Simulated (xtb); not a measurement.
xtb 6.7.1, GFN2-xTB: Si(AsH2)2(H)(OH) (O[SiH]([AsH2])[AsH2]), 10 atoms. The geometry is a generated start, not checked to be a minimum at this level.

```json
{
  "run_flags": "--grad",
  "method": "GFN2-xTB",
  "--acc": "1 (default)",
  "--etemp (K)": "300 (default)",
  "basis_functions": "40",
  "valence_electrons": "26"
}
```

```xyz
10

Si    -0.0966    -0.3138    -0.0416
O      0.0389     0.4572     1.3996
As     1.8791    -0.0851    -1.3148
As    -1.9931     0.7285    -0.9352
H     -0.2660    -1.7555     0.2515
H      0.7658     0.2859     1.9899
H      2.2843     1.1413    -0.5381
H      2.6519    -0.9145    -0.3223
H     -2.7568    -0.5710    -0.9234
H     -2.5075     1.0271     0.4344
```

One run each on 1 thread. Values of broydamp tried: 0.02, 0.05, 0.1, 0.2, 0.4 (default), 0.6, 0.8, 1.

Predict the course of the SCC iterations along this series.

Fewest SCC iterations, within one of each other: 0.4 (default) with 14, 0.6 with 13, 0.8 with 14. The count rises to 23 at 0.02. All converge to one solution.

```json
[
 {"broydamp": "0.02", "SCC iterations": "23", "end": "same solution"},
 {"broydamp": "0.05", "SCC iterations": "21", "end": "same solution"},
 {"broydamp": "0.1", "SCC iterations": "18", "end": "same solution"},
 {"broydamp": "0.2", "SCC iterations": "16", "end": "same solution"},
 {"broydamp": "0.4 (default)", "SCC iterations": "14", "end": "same solution"},
 {"broydamp": "0.6", "SCC iterations": "13", "end": "same solution"},
 {"broydamp": "0.8", "SCC iterations": "14", "end": "same solution"},
 {"broydamp": "1", "SCC iterations": "15", "end": "same solution"}
]
```
